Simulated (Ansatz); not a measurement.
Gap of wurtzite GaP, (0001) cell (GaP held in this type, which need not be the stable form), on one geometry relaxed at PBE.

Levels used, each named beside its values: r2SCAN (plane waves to 500 eV, PAW; Ansatz, a quantum-chemistry and plane-wave program); HSE06 (plane waves to 420 eV, PAW; Ansatz). Geometries and values that name no level are of the first. Spin–orbit coupling is left out. Its k-point mesh 9×9×5, Fermi–Dirac width 0.01 eV. HSE06 ran on meshes of its own (6×6×3); its edges and gaps are taken over the mesh and over extra points off it, mostly where PBE has its edges.

| level | gap (eV) |
|---|---|
| r2SCAN | … |
| HSE06 | 2.08 |

**Question.** Fill in the missing entries.

**Answer.** 
- r2SCAN, gap (eV): 1.65
